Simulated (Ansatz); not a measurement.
**Worked example: self-consistent single point of ZrHBr (P-3m1, 6 atoms in the cell) in Ansatz (an electronic-structure program)**

Level of theory: LDA (PW92), default PAW files made with PBE (plane waves; Ansatz).

This input was run:

Ansatz 0.2 input:
```yaml
# ZrHBr
crystal:
  lattice:
    - [3.45098000, 0.00000000, 0.00000000]
    - [-1.72549000, 2.98863600, 0.00000000]
    - [0.00000000, 0.00000000, 10.22842000]
  atoms:
    - { symbol: Zr, position: [0.33333300, 0.66666700, 0.64399000] }
    - { symbol: Zr, position: [0.66666700, 0.33333300, 0.35601000] }
    - { symbol: H, position: [0.33333300, 0.66666700, 0.44163000] }
    - { symbol: H, position: [0.66666700, 0.33333300, 0.55837000] }
    - { symbol: Br, position: [0.33333300, 0.66666700, 0.16881000] }
    - { symbol: Br, position: [0.66666700, 0.33333300, 0.83119000] }
basis:
  ecutwfc: 420.0
kpoints:
  mp_grid: { grid: [15, 15, 5] }
hamiltonian:
  xc: lda
  pseudopotentials: { kind: paw }
scf:
  occupations: { method: cold, width: 0.1 }
output:
  forces: true
  eigenvalues: true
  stress: true
```

Output (repeated stretches shortened):

```
WARN the atoms were moved onto the symmetric positions of the space group found under crystal.symmetry.tolerance 1.0e-5 (fractional …
WARN ansatz: RAYON_NUM_THREADS=1 ignored (pool sized by the plan → 1); use --threads N
Pseudopotentials: kind: paw
Pseudopotential: Zr, paw, valence charge 12
Pseudopotential: H, paw, valence charge 1
Pseudopotential: Br, paw, valence charge 7
Crystal: 6 atoms, lattice volume = 105.493 Å³
Basis set: ecut = 420 eV, 2039 PW (Γ)
Bands: 26, of which v1, the nominal top of the filled ones, is band 20 counted from 1 (19 counted from 0)
Symmetry: 12 space group operations
Space group: P-3m1 (ITA 164), of the structure as read, at distance tolerance 4.7e-5 Å
k-points: 119 of 1125
PAW frozen core: Zr, regenerated for the run's functional, and the local potential with it
PAW frozen core: Br, regenerated for the run's functional, and the local potential with it
Initial density: superposition of atomic densities (neutral atoms: chi_scale 0, normalization atom), corrected by the library's trained network
Initial wavefunctions: pseudopotential atomic-orbital guess
Eigensolver: davidson
Functional: x = slater, c = lda
SCF iter   1: F=—  HF=-13579.450849 eV  |F-HF|=—  |Δ(HF+E_count)|=         —  Δρ=9.32e-3  dr2=1.18e-1  ethr=1.77e-3  ⟨swp⟩=6.2  Hψ=15357  notcnv=0
all-band conjugate gradients solve this SCF's bands
preconditioner: auto → LDOS
SCF iter   2: F=—  HF=-13579.427767 eV  |F-HF|=—  |Δ(HF+E_count)|=   2.31e-2  S|Δr|=    0.00e0  Δρ=4.56e-3  dr2=3.59e-2  ethr=2.96e-4  ⟨swp⟩=2.0  Hψ=5840  notcnv=0  defer=137
SCF iter   3: F=—  HF=-13579.418483 eV  |F-HF|=—  |Δ(HF+E_count)|=   9.28e-3  S|Δr|=    0.00e0  Δρ=1.24e-3  dr2=5.24e-3  ethr=8.97e-5  ⟨swp⟩=2.0  Hψ=5526  notcnv=0  defer=137
SCF iter   4: F=—  HF=-13579.417191 eV  |F-HF|=—  |Δ(HF+E_count)|=   1.29e-3  S|Δr|=    0.00e0  Δρ=3.09e-4  dr2=1.86e-4  ethr=1.31e-5  ⟨swp⟩=2.0  Hψ=4028  notcnv=0  defer=137
SCF iter   5: F=—  HF=-13579.417143 eV  |F-HF|=—  |Δ(HF+E_count)|=   4.84e-5  S|Δr|=    0.00e0  Δρ=9.40e-5  dr2=1.74e-5  ethr=4.65e-7  ⟨swp⟩=2.0  Hψ=5100  notcnv=0  defer=137
SCF iter   6: F=—  HF=-13579.417140 eV  |F-HF|=—  |Δ(HF+E_count)|=   2.52e-6  S|Δr|=    0.00e0  Δρ=2.13e-5  dr2=4.59e-7  ethr=4.34e-8  ⟨swp⟩=2.2  Hψ=4310  notcnv=0  defer=137
SCF iter   7: F=-13579.417140 eV  HF=-13579.417140 eV  |F-HF|=3.96e-9  |Δ(HF+E_count)|=   2.83e-8  S|Δr|=    0.00e0  Δρ=4.49e-6  dr2=1.63e-8  ethr=2.50e-10  ⟨swp⟩=10.0  Hψ=15249  notcnv=0
SCF 1 converged in 7 iterations: F = -13579.417140 eV  dr2 = 1.63e-8
SCF converged after 7 iterations
Stability not checked (fill_not_monotonic)
Free energy (F): -13579.417140 eV
Harris-Foulkes:  -13579.417140 eV  (|F-HF|=3.96e-9)
Internal energy: -13579.415654 eV  (E = F + TS)
E sigma→0 (E₀):  -13579.416645 eV
Entropy (-TS):   -0.001486 eV (-0.248 meV/atom)
Fermi energy:    9.705165 eV
--- Per-component energies (eV) ---
  E_band       = -298.537270
  E_kinetic    = 961.070578
  E_local      = -2628.852341  (includes V_loc(G=0)·N_el)
  E_nonlocal   = 313.604987
  E_hartree    = 931.578811
  E_xc         = -862.035577
  E_vxc        = -615.321920  (∫ρ·V_xc dr)
  E_paw        = -10020.510962  (= ΣΔE_a)
  E_vpaw       = -192.189838  (= ΣTr[D̂ρ^β])
  E_aug_tail   = -0.002218  (compensation charges beyond the density's cutoff)
  E_ewald      = -2275.422757
  E_core_change = 1.153824  (= ΣΔE_core)
  E_smearing   = -0.001486  (= −TS)
  E_closure    = 0.000000  (closes the sum)
  Σ components = -13579.417140   (vs F -13579.417140, Δ=0.00e0)
--- Forces (eV/Å), atoms counted from 1 ---
  atom   1  Zr    -0.00000000    -0.00000000     0.12230919
  atom   2  Zr     0.00000000     0.00000000    -0.12230919
  atom   3  H      0.00000000     0.00000000     0.00663105
  atom   4  H      0.00000000    -0.00000000    -0.00663105
  atom   5  Br     0.00000000     0.00000000     0.58810538
  atom   6  Br    -0.00000000    -0.00000000    -0.58810538
  max |Σ_I F_I| component: 1.11e-16 eV/Å
--- Stress (GPa, compression-positive) ---
       -6.259688       0.000000       0.000000
        0.000000      -6.259688       0.000000
        0.000000       0.000000      -6.489407
  P = ⅓ Tr σ = -6.3363 GPa (-63.363 kbar)
  The stress holds the Pulay correction. Without it, at fixed plane waves, as pw.x and ABINIT print it: P = -6.3917 GPa
--- Band table (eV; the first three rows and the last of 119) ---
  k-point 0: bands = ["-39.8698", "-39.8478", "-18.2382", "-18.0131", "-17.7041", "-17.7041", "-17.6794", "-17.6794", "-7.6884", "-7.5323", "1.3228", "3.0631", "4.2180", "6.0755", "6.4246", "6.4246", "6.4347", "6.4347", "8.5823", "9.8315", "9.8315", [...]
  k-point 1: bands = ["-39.8698", "-39.8478", "-18.2382", "-18.0131", "-17.7041", "-17.7041", "-17.6794", "-17.6794", "-7.6817", "-7.5395", "1.3666", "2.8862", "4.4661", "5.9092", "6.4059", "6.4059", "6.4539", "6.4539", "8.6716", "9.8340", "9.8340", [...]
  k-point 2: bands = ["-39.8698", "-39.8478", "-18.2381", "-18.0132", "-17.7041", "-17.7041", "-17.6794", "-17.6794", "-7.6691", "-7.5529", "1.4497", "2.6477", "4.9448", "5.5110", "6.3921", "6.3921", "6.4686", "6.4686", "8.8120", "9.8384", "9.8384", [...]
  k-point 118: bands = ["-39.8139", "-39.8139", "-18.0831", "-18.0831", "-17.9791", "-17.9507", "-17.9507", "-17.9263", "-6.7843", "-6.7843", "3.3822", "3.3822", "3.5134", "3.6564", "4.1987", "4.1987", "4.8443", "4.8443", "7.9673", "9.9208", [...]
```

The run converged in 7 iterations.

The starting cell comes from a database of computed structures (which also holds hypothetical and non-ambient phases and stackings), without a prior relaxation at this level. With a pressure of about -6 GPa the cell is away from its equilibrium volume at this level. Ansatz's pressure includes its estimate of the finite-basis (Pulay) stress.
